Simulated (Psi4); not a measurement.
Psi4 1.11, B3LYP/def2-svp: Mo(NH)2(F)(Br) ([NH]=[Mo](=[NH])([F])[Br]), 7 atoms. The geometry is a generated start, not checked to be a minimum at this level.

```
Property                                              Value
--------------------------  -------------------------------
task                                                 energy
method                                                b3lyp
basis                                              def2-svp
memory                                                 3 GB
maxiter                                                 100
keys of the molecule block                      symmetry c1
scf_type                                       df (default)
e_convergence                               1e-06 (default)
d_convergence                               1e-06 (default)
dft_radial_points                              75 (default)
dft_spherical_points                          302 (default)
effective core potentials   those of the basis set, past Kr
basis functions                                         115
grid points                                          152235
```

```xyz
7

Mo     0.0199     0.3347     0.2418
N     -1.4089    -0.6322     0.1046
H     -2.1762    -1.2408    -0.1557
N      1.2087    -0.0205    -0.9669
H      1.7549    -0.3216    -1.7654
F     -0.3992     2.0859     0.2124
Br     1.0008    -0.2054     2.3292
```

Charge 0 and multiplicity 1 are set for this test and not shown to be the ground state.

With the defaults (diis_max_vecs = 10, diis = true, scf_initial_accelerator = adiis, damping_percentage = 0, level_shift = 0, level_shift_cutoff = 0.01, soscf = false, guess = auto, which took SAD) it converges in 12 SCF iterations. One run each on 2 threads, with these changes:
- diis = false, scf_initial_accelerator = none, damping_percentage = 60
- guess = core
- guess = sadno
- damping_percentage = 20
- diis_max_vecs = 3
- level_shift = 0.5, level_shift_cutoff = 0.001
- guess = gwh
- level_shift = 0.1, level_shift_cutoff = 0.001
- soscf = true

**Question.** Name the settings that don't reach the solution of the defaults.

**Answer.** No convergence: diis_max_vecs = 3; diis = false, scf_initial_accelerator = none, damping_percentage = 60 (the run ends without SCF convergence in 100 iterations). The rest reach the solution of the defaults.

```tsv
setting	SCF iterations	JK calls	end
soscf = true	9	35	same solution
the defaults	12	13	same solution
level_shift = 0.1, level_shift_cutoff = 0.001	12	13	same solution
level_shift = 0.5, level_shift_cutoff = 0.001	13	14	same solution
guess = sadno	13	13	same solution
guess = gwh	16	16	same solution
guess = core	17	17	same solution
damping_percentage = 20	25	26	same solution
diis_max_vecs = 3	100	101	no convergence
diis = false, scf_initial_accelerator = none, damping_percentage = 60	100	101	no convergence
```

An SOSCF iteration holds several JK calls; a Hückel guess adds calls on atoms. 1 further run of the study ended by our limits or in an error and is left out.
